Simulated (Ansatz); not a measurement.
Take HgTe in the zinc blende structure (space group F-43m, No. 216) as the base.

HgTe is taken in the cubic space group F-43m (No. 216), the zinc blende structure, Pearson symbol cF8. Conventional cell: a = 6.510 Å, b = 6.510 Å, c = 6.510 Å, α = 90.00°, β = 90.00°, γ = 90.00°. Te on 4c sees 4 Hg at 2.819 Å (tetrahedral). Hg on 4a has 4 Te at 2.819 Å (tetrahedral). (Neighbours: up to the widest gap in distance over summed covalent radii, below 1.35, at either atom; cation-cation and far metal-metal contacts left out.)
(The calculation used a cell of 2 atoms; values per cell refer to that cell.)

All numbers come from Ansatz (a first-principles code) PBEsol, spin-orbit coupling left out, earlier PAW set.

Before the change:

Magnetic state: not spin-polarised
Largest site moment: 0.00 μB
Lattice parameter a: 6.510 Å

One thing is altered: full substitution Te → Cr; the structure is relaxed again.

Tabulated Pauling electronegativity and covalent radius: Te 2.10, 1.38 Å; Cr 1.66, 1.39 Å.

Problem. What does the calculation give for the magnetic state after the change?

Solution. The magnetic state becomes ferromagnetic (base: not spin-polarised).

Problem. How does this affect the largest site moment?

Solution. The largest site moment goes from zero to 3.76 μB.

Problem. What happens to the lattice parameter a?

Solution. The lattice parameter a decreases by 0.400 Å, from 6.510 Å to 6.110 Å.

Other magnetic orders, which the real material may have, were not ruled out. With Hg and Te present, leaving out spin-orbit coupling can change the band edges. Stability against distortions was not tested. As relaxed here, CrHg is a hypothetical phase, not in the database extracts checked. Spin-polarised in the final run: CrHg; the other runs are not. A zero or small gap of HgTe can be the functional's error rather than a property of the material.
